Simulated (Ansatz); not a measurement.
## Pressure series in hypothetical CsCl type InP

The reference is InP in the CsCl type structure (space group Pm-3m, No. 221; a = 3.4487 Å; a hypothetical phase, not in the database extracts checked).

Cell and atoms are relaxed at each pressure.

All numbers come from PBE in Ansatz (plane waves to 420 eV, PAW, no spin-orbit coupling).

Notes on the quantities. enthalpy: H = E + PV relative to the base's energy.

| variant | lattice parameter a | enthalpy |
|---|---|---|
| base | 3.449 Å | – |
| pressure −2 GPa | 3.488 Å | -0.26 eV/atom |
| pressure −1 GPa | ? | -0.13 eV/atom |
| pressure 0.3 GPa | 3.443 Å | +0.04 eV/atom |
| pressure 0.7 GPa | 3.437 Å | +0.09 eV/atom |
| pressure 1.5 GPa | 3.423 Å | +0.19 eV/atom |
| pressure 3 GPa | ? | +0.38 eV/atom |
| pressure 5 GPa | 3.373 Å | +0.62 eV/atom |
| pressure 7.5 GPa | 3.343 Å | +0.91 eV/atom |
| pressure 10 GPa | 3.316 Å | +1.20 eV/atom |

### Question
What belongs in the blanks?

### Answer

- pressure −1 GPa, lattice parameter a: 3.468 Å
- pressure 3 GPa, lattice parameter a: 3.401 Å

Load acts through the strain it causes; cell and atoms are relaxed under it. Whether these cells are dynamically stable was not tested. Competing high-pressure phases were not computed. The final runs are not spin-polarised.

Ansatz is a program for electronic structure.
